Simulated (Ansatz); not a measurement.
Start from BeSe in the zinc blende structure (space group F-43m, No. 216; a = 5.1777 Å).

Calculations: Kohn–Sham DFT with the PBE functional, run in Ansatz (an electronic-structure program) with PAW and 420 eV plane waves, scalar-relativistic without spin-orbit coupling, earlier PAW set.

Base values:

The band gap is 2.67 eV. The volume per atom comes out as 17.35 Å³.

It is then changed as follows: cell and atoms relaxed at a pressure of 9 GPa.

Q: Predict the new band gap.

A: The band gap decreases by 0.226 eV to 2.45 eV.

Q: How does this affect the volume per atom?

A: The volume per atom decreases by 1.64 Å³ to 15.71 Å³.

Load acts through the strain it causes; cell and atoms are relaxed under it. No phonon test of stability was made. No other phases were tried under pressure.
